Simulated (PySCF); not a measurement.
PySCF 2.14.0, B3LYP/def2-svp, df: Hf(Cl)2(OH)(OMe) (C[O][Hf]([OH])([Cl])[Cl]), 10 atoms. The geometry is a generated start, not checked to be a minimum at this level.

- task: energy
- method: b3lyp
- basis: def2-svp
- two-electron scheme: density fitting
- mol.max_memory: 3000 MB
- mf.max_cycle: 100
- mf.init_guess: minao (default)
- mf.DIIS: CDIIS (default)
- mf.diis_space: 8 (default)
- mf.conv_tol: 1e-09 (default)
- mf.grids.level: 3 (default)
- effective core potentials: those of the basis set, past Kr
- basis functions: 130
- grid points: 143072

```xyz
10

Hf    -0.5259     0.9896     0.6131
Cl    -0.4196     3.1440     1.2399
Cl    -0.0060    -0.2076     2.4357
O     -2.1020     0.3634    -0.1250
H     -2.1985    -0.3320    -0.7844
O      0.8050     0.5326    -0.5758
C      1.0572    -0.8459    -0.6769
H      0.1180    -1.4255    -0.6101
H      1.5346    -1.0514    -1.6423
H      1.7372    -1.1671     0.1257
```

Charge 0 and multiplicity 1 are set for this test and not shown to be the ground state.

One run each on 2 threads, 1 BLAS thread. Values of level_shift (Hartree) tried: 0 (default), 0.1, 0.3, 1.

Q: Predict the course of the Fock builds along this series.

A: Fewest Fock builds, within one of each other: 0 (default) with 13, 0.1 with 13. The count rises to 32 at 1. All converge to one solution.

```tsv
level_shift (Hartree)	Fock builds	end
0 (default)	13	same solution
0.1	13	same solution
0.3	15	same solution
1	32	same solution
```
